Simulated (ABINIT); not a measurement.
Input and output of a self-consistent single point for CaZn (P1, 2 atoms in the cell) (ABINIT).

Computed with PBEsol, PAW (JTH v2.0 PBE PAW, files made for PBE) (plane waves; ABINIT).

The change in words: lattice scaled by 0.98. Reference geometry:
```xyz
2
Lattice="1.9590 1.1310 4.2971 -1.9590 1.1310 4.2971 0.0000 -2.2620 4.2971" Properties=species:S:1:pos:R:3 pbc="T T T"
Ca    -0.0020     0.0062    -0.0510
Zn     0.0020    -0.0062     6.4966
```

Reference input (self-consistent single point, DFT, PBEsol, plane waves, PAW (JTH v2.0 PBE PAW, files made for PBE)): pseudos = [Ca.GGA_PBE-JTH.xml, Zn.GGA_PBE-JTH.xml]; ecut = 816 eV; pawecutdg = 1633 eV; pawxcdev = 0; ixc = -116133; occopt = 7; tsmear = 0.00734986 Ha; ngkpt = 7 7 7; nshiftk = 1; shiftk = 0 0 0; potentials = JTH v2.0 PBE PAW; nband = 16. This run's input differs from it in these lines:

```diff
@@ -3,7 +3,7 @@
 pseudos "Ca.GGA_PBE-JTH.xml, Zn.GGA_PBE-JTH.xml"
-acell 4.8560806554 4.8560806554 4.8560808390 Angstrom
+acell 4.7589591218 4.7589591218 4.7589592474 Angstrom
 rprim
-         0.4034096917    0.2329086109    0.8848808957
-        -0.4034096917    0.2329086109    0.8848808957
-         0.0000000000   -0.4658174102    0.8848808623
+         0.4034096429    0.2329087037    0.8848808935
+        -0.4034096429    0.2329087037    0.8848808935
+         0.0000000000   -0.4658173951    0.8848808702
 natom 2
```

Output (repeated stretches shortened):

```
--- !BeginCycle
solver: {iscf: 17, nstep: 100, nline: 4, wfoptalg: 10, }
tolerances: {tolvrs: 1.00E-10, }
...

     iter   Etot(hartree)      deltaE(h)  residm     nres2
 ETOT  1  -100.36251919325    -1.004E+02 1.380E+01 1.701E+01
 ETOT  2  -101.30073981259    -9.382E-01 9.931E-01 1.079E+01
 ETOT  3  -101.29251020368     8.230E-03 3.081E-01 2.520E+00
 ETOT  4  -101.29240054752     1.097E-04 6.883E-02 1.767E+00
 ETOT  5  -101.29113062667     1.270E-03 3.300E-02 1.815E-01
   [... 6 lines left out ...]
 ETOT 12  -101.29097066007     3.624E-10 7.592E-03 3.128E-08
 ETOT 13  -101.29097066013    -5.494E-11 3.492E-03 4.922E-09
 ETOT 14  -101.29097066013    -1.279E-13 5.210E-03 3.452E-10
 ETOT 15  -101.29097066013    -6.679E-13 3.934E-03 2.972E-11
 At SCF step   15       nres2   =  2.97E-11 < tolvrs=  1.00E-10 =>converged.

 Cartesian components of stress tensor (hartree/bohr^3)
  sigma(1 1)= -2.49777728E-05  sigma(3 2)=  9.03001358E-07
  sigma(2 2)= -2.34073877E-05  sigma(3 1)= -3.48313549E-07
  sigma(3 3)=  8.85989981E-06  sigma(2 1)=  2.55848864E-07

 ----iterations are completed or convergence reached----

 reduced coordinates (array xred) for    2 atoms
       0.996429000000      0.997465000000      0.994226000000
       0.503571000000      0.502535000000      0.505774000000
 cartesian forces (eV/Angstrom) at end:
    1      0.00765721951944    -0.02284821677946     0.29802868281700
    2     -0.00765721951944     0.02284821677946    -0.29802868281700
 frms,max,avg= 1.7262847E-01 2.9802868E-01   2.702E-05 -1.066E-04 -1.245E-04 e/A
   [... lines left out ...]
 Fermi (or HOMO) energy (eV) =   5.21950   Average Vxc (eV)=  -8.86823
   [... lines left out ...]
'-kT*entropy'       : -1.12664126161068E-03
total_energy        : -1.01290969586927E+02
total_energy_eV     : -2.75626745498147E+03
...

-Cartesian components of stress tensor (GPa)         [Pressure=  3.8762E-01 GPa]
- sigma(1 1)= -7.34871322E-01  sigma(3 2)=  2.65672127E-02
- sigma(2 2)= -6.88669007E-01  sigma(3 1)= -1.02477367E-02
- sigma(3 3)=  2.60667208E-01  sigma(2 1)=  7.52733220E-03

 Calculation completed.
```

The run converged in 15 iterations. Against the reference run the free energy goes down by 4.7 meV/atom, the pressure goes from -1.31 to 0.39 GPa and the largest force goes from 0.247 to 0.299 eV/Å.

The starting cell comes from a database of computed structures (which also holds hypothetical and non-ambient phases and stackings), without a prior relaxation at this level. Its atoms were displaced at random from the sites of space group no. 166. For this run, on top of that: lattice scaled by 0.98. The potentials were made for another functional than the one used.

Cost on one core of a shared machine: roughly 7 min.
